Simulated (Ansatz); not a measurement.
## C with two functionals, isotropic strain −1.70 %

Consider C in the diamond structure (space group Fd-3m, No. 227; a = 3.572 Å).

(Cell as relaxed with PBE.)

Levels (all Ansatz, a quantum-chemistry and plane-wave program, PAW, earlier PAW set): PBE (420 eV, no spin-orbit coupling); r2SCAN (500 eV, spin-orbit coupling left out).

Each level relaxes its own structure.

```
base                        PBE      r2SCAN
-------------------  ----------  ----------
volume per atom         5.70 Å³     5.64 Å³
lattice parameter a  6.749 bohr  6.728 bohr
band gap                4.13 eV     4.36 eV
```

Now apply this change: the cell is scaled by 0.9830 in all directions; the atoms relax in the strained cell.

```tsv
quantity	PBE	r2SCAN
hole mass (degenerate bands, along [100])	0.29, 0.29, 0.53 mₑ (at Γ)	0.27, 0.27, 0.49 mₑ (at Γ)
mean gap deformation potential ΔEg/Δln V	-2.3 eV	-2.4 eV
smallest direct gap	5.72 eV	6.04 eV
```

PBE's smallest direct gap lies 0.32 eV below r2SCAN's. Neither level is exact; r2SCAN is the comparison here, not a measurement.

Masses are band curvatures over ±0.01 Å⁻¹ around the edge. Stability against distortions was not tested.
